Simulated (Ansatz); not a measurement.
Abridged Ansatz (a program for electronic structure) output:

```
Relaxation: its limit of steps is 50 (relax.max_steps)
Pseudopotential: W, paw, valence charge 14
Pseudopotential: C, paw, valence charge 4
Crystal: 2 atoms, lattice volume = 21.408 Å³
Basis set: ecut = 500 eV, 547 PW (Γ), exchange–correlation on 96×96×96 points (64 copies of the dense FFT grid, shifted against one another)
Bands: 13, of which v1, the nominal top of the filled ones, is band 9 counted from 1 (8 counted from 0)
Symmetry: 4 space group operations
k-points: 1584 of 10580 (time reversal used)
Functional: x = r2scan, c = r2scan; τ floored in thin density (d = 2e-4 eV/Å³)
SCF iter   1: F=—  HF=-10651.114203 eV  |F-HF|=—  |Δ(HF+E_count)|=         —  Δρ=1.23e-1  dr2=4.46e0  dr2_τ=4.98e-1  ethr=3.10e-3  ⟨swp⟩=5.6  Hψ=101038  notcnv=0
SCF iter   2: F=—  HF=-10650.274874 eV  |F-HF|=—  |Δ(HF+E_count)|=   8.39e-1  Δρ=4.33e-2  dr2=4.38e-1  dr2_τ=1.04e-1  ethr=3.10e-3  ⟨swp⟩=2.9  Hψ=49204  notcnv=0
SCF 1 converged in 8 iterations: F = -10650.249397 eV  dr2 = 1.20e-10
relax step   1: F+E_penalty+E_count = -10650.24939708 eV  Δ(F+E_penalty+E_count) = +0.000e0 eV  max|allowed force component| = 1.069e-1 eV/Å  Δτ_max = 0.0000 Å  (8 SCF iters, accepted)
Crystal: 2 atoms, lattice volume = 21.408 Å³
SCF iter   1: F=—  HF=-10650.249450 eV  |F-HF|=—  |Δ(HF+E_count)|=         —  Δρ=6.00e-4  dr2=7.26e-5  dr2_τ=7.93e-4  ethr=4.02e-7  ⟨swp⟩=1.1  Hψ=79598  notcnv=0
SCF iter   2: F=—  HF=-10650.249761 eV  |F-HF|=—  |Δ(HF+E_count)|=   3.11e-4  Δρ=2.36e-4  dr2=7.25e-6  dr2_τ=2.87e-7  ethr=4.02e-7  ⟨swp⟩=2.0  Hψ=32468  notcnv=0
SCF 2 converged in 7 iterations: F = -10650.249761 eV  dr2 = 1.90e-11
relax step   2: F+E_penalty+E_count = -10650.24976083 eV  Δ(F+E_penalty+E_count) = -3.637e-4 eV  max|allowed force component| = 1.852e-2 eV/Å  Δτ_max = 0.0029 Å  (7 SCF iters, accepted)
Crystal: 2 atoms, lattice volume = 21.408 Å³
SCF iter   1: F=—  HF=-10650.249759 eV  |F-HF|=—  |Δ(HF+E_count)|=         —  Δρ=1.26e-4  dr2=3.19e-6  dr2_τ=3.52e-5  ethr=1.79e-7  ⟨swp⟩=2.0  Hψ=53847  notcnv=0
SCF iter   2: F=—  HF=-10650.249772 eV  |F-HF|=—  |Δ(HF+E_count)|=   1.36e-5  Δρ=4.97e-5  dr2=3.23e-7  dr2_τ=1.27e-8  ethr=1.77e-8  ⟨swp⟩=2.3  Hψ=45848  notcnv=0
SCF 3 converged in 6 iterations: F = -10650.249772 eV  dr2 = 8.57e-11
relax step   3: F+E_penalty+E_count = -10650.24977215 eV  Δ(F+E_penalty+E_count) = -1.132e-5 eV  max|allowed force component| = 9.286e-6 eV/Å  Δτ_max = 0.0006 Å  (6 SCF iters, accepted)
Crystal: 2 atoms, lattice volume = 21.408 Å³
SCF iter   1: F=—  HF=-10650.249772 eV  |F-HF|=—  |Δ(HF+E_count)|=         —  Δρ=8.07e-7  dr2=8.57e-11  dr2_τ=4.45e-12  ethr=1.00e-12  ⟨swp⟩=2.0  Hψ=122254  notcnv=0
SCF iter   2: F=-10650.249772 eV  HF=-10650.249772 eV  |F-HF|=1.09e-11  |Δ(HF+E_count)|=  1.82e-11  Δρ=4.79e-7  dr2=3.45e-11  dr2_τ=8.17e-12  ethr=1.00e-12  ⟨swp⟩=4.0  Hψ=63404  notcnv=0
SCF 4 converged in 2 iterations: F = -10650.249772 eV  dr2 = 3.45e-11
SCF converged after 2 iterations
Free energy (F): -10650.249772 eV
Internal energy: -10650.240486 eV  (E = F + TS)
E sigma→0 (E₀):  -10650.245129 eV
Entropy (-TS):   -0.009286 eV (-4.643 meV/atom)
Fermi energy:    19.654616 eV
--- Forces (eV/Å), atoms counted from 1 ---
  atom   1  W      0.00000000    -0.00000734     0.00000000
  atom   2  C     -0.00000000     0.00000570     0.00000000
--- Stress (GPa, compression-positive) ---
      -18.212948      -0.000000      -0.000000
       -0.000000      -6.148390       0.000000
       -0.000000       0.000000      -4.429011
  P = ⅓ Tr σ = -9.5968 GPa (-95.968 kbar)
--- Relaxed structure (3 steps of the walk, 3 accepted, 0 SCFs on fresh bases) ---
  atoms:
    - { symbol: W, position: [0.0006963154861065895, 0.0013926309722132346, 0.0] }
    - { symbol: C, position: [0.6659703511638934, 0.3319407023277867, 0.5] }
```

**Question.** What was computed, and what are the main results?

**Answer.** WC, 2 atoms in the cell, with r2SCAN, PAW, 500 eV (Ansatz; spin-orbit coupling left out), earlier PAW set. The last SCF converged to F = -10650.249772 eV, or -5325.1249 eV per atom, at a pressure of -9.60 GPa. The total energy compares only with runs of the same code, potentials and settings.

The cells carry an imposed strain or load. No phonon test of stability was made. The final runs are not spin-polarised. The cell was made from WC (space group P-6m2, No. 187) by this change: uniaxial strain ε_xx = +2.72 %.

Keys are those of Ansatz 0.2.
